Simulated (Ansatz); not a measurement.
Given:

```xyz
6
Lattice="3.2813 0.0000 0.0000 -1.6407 2.8417 0.0000 0.0000 0.0000 8.3481" Properties=species:S:1:pos:R:3 pbc="T T T"
Rb     0.0000     0.0000     4.1741
Li     0.0000     1.8945     1.1085
Li     1.6407     0.9472     7.2396
H      0.0000     1.8945     6.1227
H      1.6407     0.9472     2.2255
H      0.0000     0.0000     0.0000
```

No spin polarisation.

Computed with PBEsol (Ansatz, a quantum-chemistry and plane-wave program), without spin-orbit coupling. Settings: 12×12×4 k-points, 0.05 eV Fermi–Dirac smearing.

Q: Predict the band gap and gap character.

A: The band gap is 2.17 eV and the gap character (in this cell's own zone, which can be folded) is direct at L.

These are small ordered cells, not random alloys; other orderings at the same x differ. Whether these cells are dynamically stable was not tested. The cell was made from RbH by this change: x(Li) = 0.667, 6 atoms, P-3m1.
